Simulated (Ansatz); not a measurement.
The reference is RbBr in the rock salt structure (space group Fm-3m, No. 225; a = 6.843 Å). Axes: x, y, z lie along the cube axes.

Method: Ansatz (a quantum-chemistry and plane-wave program) PBEsol, without spin-orbit coupling.

For the base:

| Item | Result |
|---|---|
| Valley order | Γ 4.22 eV; X along ⟨100⟩ 5.50 eV |

Now apply this change: compressive biaxial strain of 2.50 % in the plane normal to [111], as in epitaxy on a mismatched substrate; the out-of-plane cell vector and the atoms relax.

Question: What happens to the energy relative to the base, valley order and out-of-plane strain?

Answer: The energy rises by 2.9 meV/atom; the valley order (the lowest conduction-band minima on the path, energy above the VBM, named in the base's zone) becomes Γ 4.23 eV; X along [010] 5.43 eV (base: Γ 4.22 eV; X along ⟨100⟩ 5.50 eV); the out-of-plane strain is +2.87 %.

The levels and masses belong to the bands next to the band gap. Stability against distortions was not tested.
